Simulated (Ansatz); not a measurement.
## What uniaxial strain ε_zz = +1.50 % does to Cd

The reference is Cd in the hcp (Mg type) structure (space group P6_3/mmc, No. 194; a = 3.0294 Å, c = 5.7589 Å; relaxed with 0.1 eV smearing). Axes: x lies along a and z along c of the hexagonal cell.

Perturbation: the cell is stretched by 1.50 % along z with no lateral relaxation, atoms relaxed at fixed cell.

The values are results of PBE (Ansatz, a quantum-chemistry and plane-wave program), no SOC, not measurements. Settings: 22×22×10 k-points, 0.1 eV Fermi–Dirac smearing.

The volume per atom grows by 0.34 Å³ to 23.23 Å³ and the space group remains P6_3/mmc (No. 194). The shortest interatomic distance is still 3.029 Å and the energy goes up by 0.6 meV/atom. The band gap is still zero and the stress (xx, yy, zz, yz, xz, xy; compression positive) comes out as (-0.4, -0.4, -0.5, 0.0, 0.0, 0.0) GPa.

Cost of the whole job for the changed cell (relaxation, final SCF and bands): around 24 core-seconds (rough).

No phonon test of stability was made.
